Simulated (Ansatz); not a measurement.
```xyz
4
Lattice="4.0735 0.0000 0.0000 -2.0368 3.5278 0.0000 0.0000 0.0000 6.6386" Properties=species:S:1:pos:R:3 pbc="T T T"
Cd     2.0368     1.1759     0.0040
Cd     0.0000     2.3518     3.3233
S      2.0368     1.1759     4.1464
S      0.0000     2.3518     0.8272
```

Relaxed-ion tensors in this frame from LDA in Ansatz (a program for electronic structure). Proper piezoelectric stress tensor e (C/m²):

```
 0.00   0.00   0.00   0.00   0.18   0.00
 0.00   0.00   0.00   0.18   0.00   0.00
 0.25   0.25  -0.44   0.00   0.00   0.00
```

Stiffness C (GPa):

```
93.5  58.3  50.6   0.0   0.0   0.0
58.3  93.5  50.6   0.0   0.0   0.0
50.6  50.6   104   0.0   0.0   0.0
 0.0   0.0   0.0  15.8   0.0   0.0
 0.0   0.0   0.0   0.0  15.8   0.0
 0.0   0.0   0.0   0.0   0.0  17.6
```

Obtain the piezoelectric strain tensor d.

d = e S with S = C⁻¹, in pC/N:

```
 0.0   0.0   0.0   0.0  11.4   0.0
 0.0   0.0   0.0  11.4   0.0   0.0
 4.5   4.5  -8.6   0.0   0.0   0.0
```
Away from Γ the polar cell without biaxial strain shows no imaginary mode on a 2×2×2 mesh.
